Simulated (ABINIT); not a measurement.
ABINIT run on HfGa₃ (I4/mmm, 4 atoms in the cell): self-consistent single point.

Method of the run: PBEsol, norm-conserving pseudopotentials (PseudoDojo nc-sr-04 PBEsol standard) (plane waves; ABINIT).

The change in words: lattice scaled by 0.98. Reference geometry:
```yaml
crystal:
  lattice:
    - [-1.92856, 1.92856, 4.50131]
    - [1.92856, -1.92856, 4.50131]
    - [1.92856, 1.92856, -4.50131]
  atoms:
    - { symbol: Hf, position: [0.00000, 0.00000, 0.00000] }
    - { symbol: Ga, position: [0.50000, 0.50000, 0.00000] }
    - { symbol: Ga, position: [0.75000, 0.25000, 0.50000] }
    - { symbol: Ga, position: [0.25000, 0.75000, 0.50000] }
```

Reference input (self-consistent single point, DFT, PBEsol, plane waves, norm-conserving pseudopotentials (PseudoDojo nc-sr-04 PBEsol standard)): pseudos = [Hf.upf, Ga.upf]; ecut = 40 Ha; occopt = 7; tsmear = 0.00499791 Ha; ngkpt = 8 8 8; nshiftk = 1; shiftk = 0 0 0; potentials = PseudoDojo nc-sr-04 PBEsol standard; nband = 34; kptopt = 1; nstep = 80; toldfe = 1e-09 Ha. This run's input differs from it in these lines:

```diff
@@ -5,5 +5,5 @@
 rprim
-        -3.6444407663    3.6444407663    8.5062336534
-         3.6444407663   -3.6444407663    8.5062336534
-         3.6444407663    3.6444407663   -8.5062336534
+        -3.5715521399    3.5715521399    8.3361091693
+         3.5715521399   -3.5715521399    8.3361091693
+         3.5715521399    3.5715521399   -8.3361091693
 natom 4
@@ -14,5 +14,5 @@
          0.0000000000    0.0000000000    0.0000000000
-         0.0000000000    0.0000000000    8.5062336534
-         0.0000000000    3.6444407663    4.2531168267
-         3.6444407663    0.0000000000    4.2531168267
+         0.0000000000   -0.0000000000    8.3361091693
+         0.0000000000    3.5715521399    4.1680545847
+         3.5715521399   -0.0000000000    4.1680545847
 ecut 40 Ha
```

The program printed (abridged):

```
--- !BeginCycle
solver: {iscf: 7, nstep: 80, nline: 4, wfoptalg: 0, }
tolerances: {toldfe: 1.00E-09, }
...

     iter   Etot(hartree)      deltaE(h)  residm     vres2
 ETOT  1  -283.11219663623    -2.831E+02 4.233E-01 1.912E+03
 ETOT  2  -285.35024157790    -2.238E+00 9.541E-02 2.511E+03
 ETOT  3  -285.48199320727    -1.318E-01 1.422E-02 2.488E+02
 ETOT  4  -285.49553502944    -1.354E-02 1.005E-02 2.540E+01
 ETOT  5  -285.49702267001    -1.488E-03 4.316E-03 5.099E-01
 ETOT  6  -285.49704998376    -2.731E-05 6.933E-03 8.552E-03
 ETOT  7  -285.49705055595    -5.722E-07 1.568E-03 3.130E-05
 ETOT  8  -285.49705055719    -1.241E-09 1.093E-03 5.960E-06
 ETOT  9  -285.49705055743    -2.361E-10 8.814E-04 1.144E-06
 ETOT 10  -285.49705055748    -5.275E-11 5.428E-04 7.210E-10
 At SCF step   10, etot is converged :
  for the second time, diff in etot=  5.275E-11 < toldfe=  1.000E-09

 Cartesian components of stress tensor (hartree/bohr^3)
  sigma(1 1)= -2.45398684E-04  sigma(3 2)=  0.00000000E+00
  sigma(2 2)= -2.45398684E-04  sigma(3 1)=  0.00000000E+00
  sigma(3 3)= -1.84872485E-04  sigma(2 1)=  0.00000000E+00

 ----iterations are completed or convergence reached----

 reduced coordinates (array xred) for    4 atoms
       0.000000000000      0.000000000000      0.000000000000
       0.500000000000      0.500000000000      0.000000000000
       0.750000000000      0.250000000000      0.500000000000
       0.250000000000      0.750000000000      0.500000000000
 cartesian forces (eV/Angstrom) at end:
    1      0.00000000000000    -0.00000000000000     0.00000000000000
   [... lines left out ...]
 Fermi (or HOMO) energy (eV) =   9.09938   Average Vxc (eV)= -12.60349
   [... lines left out ...]
total_energy        : -2.85497050557483E+02
total_energy_eV     : -7.76876983361751E+03
band_energy         : -1.22621504470193E+01
...

-Cartesian components of stress tensor (GPa)         [Pressure=  6.6263E+00 GPa]
- sigma(1 1)= -7.21987732E+00  sigma(3 2)=  0.00000000E+00
- sigma(2 2)= -7.21987732E+00  sigma(3 1)=  0.00000000E+00
- sigma(3 3)= -5.43913539E+00  sigma(2 1)=  0.00000000E+00

 Calculation completed.
```

The run converged in 10 iterations. Against the reference run the free energy goes up by 16.4 meV/atom and the pressure goes from -0.97 to 6.63 GPa.

The starting cell comes from a database of computed structures (which also holds hypothetical and non-ambient phases and stackings), without a prior relaxation at this level. For this run, on top of that: lattice scaled by 0.98. With a pressure of about 7 GPa the cell is away from its equilibrium volume at this level.

Cost on one core of a shared machine: roughly 10 min.
